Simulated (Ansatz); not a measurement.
Take PbO (space group P4/nmm, No. 129; a = 3.970 Å, c = 4.705 Å) as the base. Axes: x, y, z lie along a, b, c of the conventional cell.

Method: PBEsol-D3(BJ)/PAW in Ansatz (a first-principles code), scalar-relativistic without spin-orbit coupling.

Base values:

- Shortest interatomic distance = 230.9 pm

Perturbation: uniaxial strain ε_xx = +1.20 %, all other strain components held at zero; the atoms relax in the strained cell.

Task: What happens to the energy relative to the base?

Result: The energy increases by 0.7 meV/atom.

Task: Estimate the effect on the largest internal atomic displacement.

Result: The largest internal atomic displacement is 0.013 Å.

Task: What does the calculation give for the stress after the change?

Result: The stress (xx, yy, zz, yz, xz, xy; compression positive) comes out as (-0.94, -0.91, -0.30, 0.00, 0.00, 0.00) GPa.

Task: Estimate the effect on the shortest interatomic distance.

Result: The shortest interatomic distance rises by 0.26 pm to 231.1 pm.

Stability against distortions was not tested.
